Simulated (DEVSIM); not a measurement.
Device: Schottky contact on p-type CdTe, at 250 K.

Layer 1 from the left is CdTe, thickness (μm) 3.50, Na (cm⁻³) 4.2e15, τn (s) 7.8e-8, τp (s) 7.8e-8.

Left contact: Schottky, work function 4.83 eV, emission velocity 1e7 cm/s. Right contact: ohmic. Voltage is applied to the left contact. Recombination: SRH at mid-gap. Mobility is μmin + (μ − μmin)/(1 + (N/Nref)^α).

Constants are typed, rounded textbook-type inputs, not results; the design itself was drawn at random and stands for no fabricated device. Values at 300 K; Nc and Nv go as T^1.5, mobilities as T to minus their exponent, the gap by Varshni's rule with the affinity fixed.

CdTe: gap (eV) 1.5, affinity (eV) 4.28, permittivity 10.2, Nc (cm⁻³) 8e17, Nv (cm⁻³) 1.8e19, μn (cm²/Vs) 1000, μp (cm²/Vs) 80, μn,min 100, μp,min 10, Nref,n 1e17, Nref,p 1e17, αn 0.6, αp 0.6, T exponent of μn 1.7, T exponent of μp 1.5, Varshni α (eV/K) 0.00031, Varshni β (K) 108.

DEVSIM, 1D drift-diffusion, Boltzmann statistics, complete ionisation; no tunnelling, impact ionisation, image-force lowering or self-heating. Metal contacts follow the ideal Schottky-Mott rule: no Fermi-level pinning, no interface dipoles.

Dark forward current:

| |V| (V) | |J| (A/cm²) |
|---|---|
| 0.05 | 1.698e-12 |
| 0.10 | 1.839e-11 |
| 0.15 | 1.829e-10 |
| 0.20 | 1.800e-9 |
| 0.25 | 1.764e-8 |
| 0.30 | 1.722e-7 |
| 0.35 | 1.671e-6 |
| 0.40 | 1.610e-5 |
| 0.45 | 0.0001536 |
| 0.50 | 0.001445 |
| 0.55 | 0.01330 |
| 0.60 | 0.1158 |
| 0.65 | 0.8271 |
| 0.70 | 3.508 |
| 0.75 | 8.495 |
| 0.80 | 14.88 |
| 0.85 | 22.03 |
| 0.90 | 29.62 |
| 0.95 | 37.49 |
| 1.00 | 45.55 |
| 1.05 | 53.76 |
| 1.10 | 62.07 |
| 1.15 | 70.46 |
| 1.20 | 78.92 |
| 1.25 | 87.43 |
| 1.30 | 95.99 |

**Question.** Work out the local ideality factor n = ΔV / (kT/q · ln(J2/J1)) between the rows 0.10 and 0.15 V, 1.25 and 1.30 V.

**Answer.** kT/q = 21.54 mV. From 0.10 to 0.15 V: ln(1.829e-10/1.839e-11) = 2.297, n = 1.01, near the 1 of diffusion or emission over a barrier. From 1.25 to 1.30 V: ln(95.99/87.43) = 0.093, n = 24.85; the layers' resistance at their doping, Σ W/(qμN) = 0.0056 Ω cm², would take 48 mV of this step of 50 mV.

**Question.** Estimate the current at 0.30 V for emission alone, J0 = q v N_band exp(−φB/kT), and read the barrier back from the simulated current.

**Answer.** φB = 0.964 eV, N_band = 1.37e19 cm⁻³, J0 = 7.93e-13 A/cm²; J = J0 (exp(qV/kT) − 1) = 8.88e-7 A/cm². The simulation gives 1.72e-7 A/cm²; the estimate lies 420 % above. Read backwards, the simulated current gives an apparent barrier of 1.000 eV. The estimate leaves out transport through the depletion region and minority injection.
